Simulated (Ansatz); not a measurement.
Density of states of SrMg6Al (Amm2, 8 atoms in the cell).

```
SrMg6Al
1.0
    5.14400     0.00000     0.00000
    0.00000     3.40085     5.80396
    0.00000    -3.40085     5.80396
Sr Mg Al
1 6 1
Direct
  0.50000   0.67003   0.67003
  0.00000   0.30666   0.84536
  0.00000   0.84536   0.30666
  0.00000   0.33348   0.33348
  0.50000   0.15704   0.67978
  0.50000   0.67978   0.15704
  0.50000   0.16351   0.16351
  0.00000   0.84416   0.84416
```

Computed with LDA (PW92), default PAW files made with PBE (plane waves; Ansatz, a program for electronic structure).

SCF settings: basis.ecutwfc = 420 eV; kpoints.mp_grid.grid = 5 4 4; hamiltonian.xc = lda; hamiltonian.pseudopotentials = {kind: paw} (the program's default PAW files); scf.occupations.method = methfessel_paxton; scf.occupations.width = 0.136 eV. Keys of the DOS step: output.dos.nscf_kmesh.grid = 8 6 6.

The starting cell comes from a database of computed structures (which also holds hypothetical and non-ambient phases and stackings), without a prior relaxation at this level.

Total DOS (both spins), as means of the tabulated values in each energy bin; the zero is the program's Fermi level or highest filled level, and the curve is cut to this window:

```csv
E (eV),states/eV/cell
-7.80,0.00
-7.40,0.00
-7.00,0.00
-6.60,0.43
-6.20,1.47
-5.80,1.86
-5.40,1.23
-5.00,0.75
-4.60,1.59
-4.20,2.58
-3.80,2.47
-3.40,2.37
-3.00,2.54
-2.60,3.15
-2.20,2.87
-1.80,2.86
-1.40,3.75
-1.00,4.45
-0.60,3.83
-0.20,4.10
0.20,4.43
0.60,4.67
1.00,4.92
```

Around zero the curve holds about 4.3 states/eV/cell.

Keys are those of Ansatz 0.2.
